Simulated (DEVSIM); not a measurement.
Device: Si n-i-p diode, at 300 K.

Layer 1 from the left is Si, thickness (μm) 0.180, Nd (cm⁻³) 1.5e17, τn (s) 5.9e-5, τp (s) 5.9e-5. Layer 2 from the left is Si, thickness (μm) 1.50, Na (cm⁻³) 2.4e11, τn (s) 5.9e-5, τp (s) 5.9e-5. Layer 3 from the left is Si, thickness (μm) 0.320, Na (cm⁻³) 1e19, τn (s) 5.9e-5, τp (s) 5.9e-5.

Left contact: ohmic. Right contact: ohmic. Voltage is applied to the left contact. Recombination: SRH at mid-gap, radiative. Mobility is constant in doping.

The device is made up for the run: typed textbook-type constants, with dimensions and the other settings drawn at random. Values at 300 K.

Si: gap (eV) 1.124, affinity (eV) 4.05, permittivity 11.7, Nc (cm⁻³) 2.86e19, Nv (cm⁻³) 3.1e19, μn (cm²/Vs) 1417, μp (cm²/Vs) 470, B (cm³/s) 4.7e-15.

Simulated with DEVSIM: 1D drift-diffusion, Boltzmann statistics, complete ionisation; no tunnelling, impact ionisation, image-force lowering or self-heating.

### Question
What does the simulation give for the dark forward voltage at 100 A/cm², the dark forward voltage at 1 A/cm², the potential step across the device at zero bias?

### Answer
dark forward voltage at 100 A/cm² 0.732 V; dark forward voltage at 1 A/cm² 0.600 V; potential step across the device at zero bias 0.959 V.
